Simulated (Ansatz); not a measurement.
Ansatz (a first-principles code), DFT, LDA, plane waves, its default PAW files: Fe3Ge (from the phase in space group 221, mp-20344), 4 atoms, spin-polarised from a ferromagnetic start (4 μB on Fe). Basis and mesh were picked for this test and aren't claimed converged.

```json
{
  "cell": "3.66, 3.66, 3.66 Å; 90, 90, 90°",
  "task": "single point",
  "k mesh": "6×6×6",
  "hamiltonian.xc": "lda",
  "kind_of_files": "paw",
  "scf.occupations.method": "fermi_dirac",
  "scf.occupations.width": "0.05 eV",
  "output.forces": "true",
  "magnetization.spin_polarized": "true",
  "binding of workers (--pin)": "off",
  "k-point pools (--kpoint-pools)": "1",
  "memory maximum (--max-ram)": "8GiB",
  "accuracy": "medium (default)",
  "basis.precision": "auto (default)",
  "basis.xc_grid": "1 (default)",
  "scf.eigensolver.kind": "auto (default)",
  "scf.convergence.dr2_threshold": "1e-07 (default)",
  "scf.lower_state_search": "light (default)",
  "k-points after symmetry (for each spin)": "20",
  "bands_at_the_start": "45",
  "electrons": "62",
  "plane waves at Γ": "949",
  "cutoff (eV)": "420",
  "FFT grid": "25×25×25",
  "symmetry_operations": "48"
}
```

One run each.

All on 4 threads. Base settings, kept where nothing else is said: scf.mixing.algorithm = auto (default), scf.mixing.preconditioner = auto (default), scf.algorithm = auto (default) (scf.mixing.beta, scf.mixing.ndim, scf.mixing.q_tf, scf.mixing.beta_mag not set). The settings tried:
- scf.mixing.algorithm = broyden, scf.mixing.beta_mag = 2
- scf.mixing.algorithm = broyden
- scf.mixing.preconditioner = kerker
- scf.mixing.algorithm = broyden, scf.mixing.preconditioner = kerker, scf.mixing.q_tf = 1.5 1/Å
- scf.mixing.algorithm = broyden, scf.mixing.beta = 0.3
- scf.mixing.preconditioner = resta
- scf.mixing.algorithm = broyden, scf.mixing.preconditioner = kerker, scf.mixing.q_tf = 0.5 1/Å
- scf.mixing.algorithm = anderson
- scf.mixing.algorithm = broyden, scf.mixing.beta_mag = 0.3
- scf.mixing.algorithm = broyden, scf.mixing.beta = 1
- scf.mixing.ndim = 4
- scf.mixing.algorithm = broyden, scf.mixing.beta = 0.1
- scf.mixing.algorithm = broyden, scf.mixing.preconditioner = kerker
- the base settings
- scf.algorithm = direct_min
- scf.mixing.ndim = 16
- scf.mixing.algorithm = anderson, scf.mixing.ndim = 1
- scf.mixing.algorithm = broyden, scf.mixing.preconditioner = none
- scf.mixing.preconditioner = none
- scf.mixing.preconditioner = local_kerker
- scf.mixing.algorithm = broyden, scf.mixing.beta = 0.7
- scf.mixing.algorithm = anderson, scf.mixing.ndim = 16
- scf.mixing.preconditioner = kerker_dos
- scf.mixing.algorithm = anderson, scf.mixing.ndim = 4
- scf.mixing.preconditioner = ldos
- scf.mixing.algorithm = msr1

Task: Which settings need the fewest SCF iterations (all cycles of the run, searches included), which the most, and do any fail to converge?

Result: Fewest SCF iterations (all cycles of the run, searches included), with those close behind: scf.algorithm = direct_min (9); scf.mixing.preconditioner = ldos (11); scf.mixing.preconditioner = local_kerker (12). Most among those that reach the base run's result: scf.mixing.algorithm = anderson, scf.mixing.ndim = 1 (41). All converged.

```tsv
setting	SCF iterations (all cycles of the run, searches included)	applications of H to a band	end
scf.algorithm = direct_min	9	232822	converged
scf.mixing.preconditioner = ldos	11	39155	converged
scf.mixing.preconditioner = local_kerker	12	40367	converged
the base settings	13	41210	converged
scf.mixing.algorithm = msr1	13	41210	converged
scf.mixing.preconditioner = none	13	42102	converged
scf.mixing.preconditioner = kerker	13	41210	converged
scf.mixing.preconditioner = resta	13	42102	converged
scf.mixing.ndim = 4	13	42275	converged
scf.mixing.ndim = 16	13	41216	converged
scf.mixing.preconditioner = kerker_dos	14	41152	converged
scf.mixing.algorithm = broyden, scf.mixing.preconditioner = none	15	53193	converged
scf.mixing.algorithm = broyden, scf.mixing.beta = 0.7	15	53069	converged
scf.mixing.algorithm = broyden, scf.mixing.beta = 1	15	56377	converged
scf.mixing.algorithm = broyden, scf.mixing.preconditioner = kerker, scf.mixing.q_tf = 0.5 1/Å	15	51676	converged
scf.mixing.algorithm = broyden, scf.mixing.preconditioner = kerker, scf.mixing.q_tf = 1.5 1/Å	15	49124	converged
scf.mixing.algorithm = broyden, scf.mixing.beta_mag = 0.3	17	51836	converged
scf.mixing.algorithm = broyden	18	59047	converged
scf.mixing.algorithm = anderson	18	58397	converged
scf.mixing.algorithm = broyden, scf.mixing.preconditioner = kerker	18	59047	converged
scf.mixing.algorithm = broyden, scf.mixing.beta = 0.3	18	59047	converged
scf.mixing.algorithm = anderson, scf.mixing.ndim = 4	19	59558	converged
scf.mixing.algorithm = anderson, scf.mixing.ndim = 16	19	61029	converged
scf.mixing.algorithm = broyden, scf.mixing.beta_mag = 2	21	66343	converged
scf.mixing.algorithm = broyden, scf.mixing.beta = 0.1	26	81420	converged
scf.mixing.algorithm = anderson, scf.mixing.ndim = 1	41	85646	converged
```

An iteration's cost differs between solvers, so these counts don't give the time.

Keys are those of Ansatz 0.2.
